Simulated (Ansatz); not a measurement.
## Migration barriers: interstitial Cl in fcc Al, neutral cell

Defect migration in fcc Al: interstitial Cl, neutral cell. Method: PBE, PAW (plane waves to 420 eV; Ansatz, a program for electronic structure).

32-site cell at the relaxed PBE lattice, a 3×3×3 k-point mesh shifted by half a step, smearing 0.10 eV, spin-restricted, no finite-size correction. No zero-point or tunnelling terms. Sites that were not tried may lie lower.

Barriers: single points on a 5×5×5 k-point mesh shifted by half a step at the bands' geometries (they differ from the bands' own by up to 0.08 eV, and are uncertain by about as much).

| Route | Start site over the lowest site run (eV) | Hop (Å) | Forward barrier (eV) | Backward barrier (eV) | Neighbours at the start | Neighbours at the saddle | Saddle order | Forward, on the band's own sampling (eV) |
|---|---|---|---|---|---|---|---|---|
| a concerted move, in which Cl travels most | 0.00 | 2.00 | 0.30 | 0.30 | 4 Al at 2.24 Å | 2 Al at 2.23, 2 Al at 2.46, 2 Al at 2.89 Å | first order | 0.37 |

Paths come from CI-NEB runs.
